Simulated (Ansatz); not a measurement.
Consider CuCl in the wurtzite structure (space group P6_3mc, No. 186; a = 3.716 Å, c = 6.184 Å). Axes: x lies along a and z along c of the hexagonal cell.

Level of theory: PBEsol, PAW, 420 eV (Ansatz, a quantum-chemistry and plane-wave program; no spin-orbit coupling).

Base values:

- Electron mass: 0.19 mₑ along c, 0.22 mₑ across (at Γ)
- Pressure: 0.1 kbar

Perturbation: biaxial strain −1.95 %, plane normal [001], relaxed out of plane (Cartesian); in-plane vectors clamped, the third vector and the atoms free.

Q: What does the calculation give for the electron mass and pressure after the change?

A: The electron mass becomes 0.18 mₑ out of plane, 0.25 mₑ in plane (at Γ) (base: 0.19 mₑ along c, 0.22 mₑ across (at Γ)); the pressure (mean of the normal stresses, compression positive) rises by 8.2 kbar to 8.3 kbar.

The levels and masses belong to the bands next to the band gap. Masses are band curvatures over ±0.01 Å⁻¹ around the edge. Whether these cells are dynamically stable was not tested. No Hubbard U is applied. The final runs are not spin-polarised. This is not the structure that CuCl has at room temperature and ambient pressure.
